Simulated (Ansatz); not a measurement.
The parent structure is AlAs in the zinc blende structure (space group F-43m, No. 216; a = 5.675 Å).

Levels (all Ansatz, a first-principles code, PAW): PBEsol (420 eV, scalar-relativistic without spin-orbit coupling); HSE06 (420 eV, no spin-orbit coupling).

Its gap is 1.34 eV with PBEsol and 2.09 eV with HSE06.

Now apply this change: an isotropic linear strain of −1.79 %; the atoms relax in the strained cell.

With PBEsol the gap becomes 1.25 eV.

### Question
If the HSE06 correction stayed the same, what would the HSE06 gap be, and what does the HSE06 run give?

### Answer
A rigid correction of +0.75 eV gives 2.00 eV. The HSE06 run gives 2.00 eV, so the two effects roughly add.

Single points use the geometry relaxed with PBEsol. HSE06 was sampled on its mesh, a few special points and the semilocal edge points, so its gap is an upper bound. Whether these cells are dynamically stable was not tested.
